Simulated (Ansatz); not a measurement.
Start from Ni in the fcc (Cu type) structure (space group Fm-3m, No. 225; a = 3.463 Å; ferromagnetic).

Method: PBEsol/PAW in Ansatz (a program for electronic structure), spin-orbit coupling left out.

Base values:

| Item | Value |
|---|---|
| Band gap | zero |
| Volume per atom | 10.38 Å³ |

Modification: spin polarisation is switched off and the cell is relaxed again.

Task: What does the calculation give for the band gap, energy relative to the base and volume per atom after the change?

Result: The band gap remains zero; the energy grows by 0.05 eV/atom (to 0.01 eV only: unlike meshes or grids); the volume per atom falls by 0.05 Å³ (10.38 Å³ → 10.33 Å³).

Other magnetic orders, which the real material may have, were not ruled out. No phonon test of stability was made. Spin-polarised in the final run: base; the other runs are not.
